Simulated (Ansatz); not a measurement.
Base system: Ga2O3 in the corundum structure (space group R-3c, No. 167; a = 5.0579 Å, c = 13.6242 Å (hexagonal axes)).

All numbers come from PBE in Ansatz (plane waves to 420 eV, PAW, no spin-orbit coupling), earlier PAW set.

Before the change:

| Item | Value |
|---|---|
| Band gap | 2.41 eV |
| c/a ratio | 2.694 |
| Gap character | indirect, Γ–S₀ (50 % along) → Γ |

Modification: full substitution Ga → Al; the structure is relaxed again.

Tabulated Pauling electronegativity and covalent radius: Ga 1.81, 1.22 Å; Al 1.61, 1.21 Å.

Problem. What does the calculation give for the valence-band top at Γ, band gap, c/a ratio and gap character after the change?

Solution. The valence-band top at Γ (three highest levels, from the VBM) is 0.00, -0.03, -0.03 eV; the band gap goes up by 3.45 eV to 5.86 eV; the c/a ratio goes up by 0.035 (2.694 → 2.729); the gap character becomes direct at Γ (base: indirect, Γ–S₀ (50 % along) → Γ).

Whether these cells are dynamically stable was not tested.

Ansatz is an electronic-structure program.
